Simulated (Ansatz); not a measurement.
## HgTe: response to strain

Start from HgTe in the zinc blende structure (space group F-43m, No. 216).

```yaml
crystal:
  lattice:
    - [0.00000, 3.25489, 3.25489]
    - [3.25489, 0.00000, 3.25489]
    - [3.25489, 3.25489, 0.00000]
  atoms:
    - { symbol: Hg, position: [0.00000, 0.00000, 0.00000] }
    - { symbol: Te, position: [0.25000, 0.25000, 0.25000] }
```

Cartesian axes are those of the cell as printed.

Strains are applied to the cell and any free atomic positions relax.

Calculations: DFT with PBEsol, PAW potentials and a 420 eV plane-wave cutoff in Ansatz (a quantum-chemistry and plane-wave program), no SOC.

Notes on the quantities. pressure: mean of the normal stresses, compression positive; energy relative to the base: free energy F.

| variant | pressure | energy relative to the base | volume per atom |
|---|---|---|---|
| base | 0.0 GPa | 0 meV/atom | 34.48 Å³ |
| uniaxial strain ε_zz = −1.50 % | ? | +1.3 meV/atom | 33.97 Å³ |
| uniaxial strain ε_zz = −1.00 % | 0.4 GPa | +0.6 meV/atom | 34.14 Å³ |
| uniaxial strain ε_zz = −0.50 % | 0.2 GPa | +0.1 meV/atom | 34.31 Å³ |
| uniaxial strain ε_zz = +0.50 % | -0.2 GPa | +0.1 meV/atom | 34.66 Å³ |
| uniaxial strain ε_zz = +1.00 % | -0.4 GPa | +0.6 meV/atom | 34.83 Å³ |
| uniaxial strain ε_zz = +1.50 % | ? | +1.3 meV/atom | 35.00 Å³ |
| uniaxial strain ε_zz = +2.00 % | -0.8 GPa | +2.2 meV/atom | 35.17 Å³ |
| uniaxial strain ε_zz = +2.50 % | -1.0 GPa | +3.5 meV/atom | 35.35 Å³ |
| uniaxial strain ε_zz = +3.00 % | ? | +4.9 meV/atom | 35.52 Å³ |

Complete the table.


- uniaxial strain ε_zz = −1.50 %, pressure: 0.7 GPa
- uniaxial strain ε_zz = +1.50 %, pressure: -0.6 GPa
- uniaxial strain ε_zz = +3.00 %, pressure: -1.2 GPa

A case with no gap was solved on a k-mesh chosen for an insulator, which is coarse for it. Whether these cells are dynamically stable was not tested. The final runs are not spin-polarised.
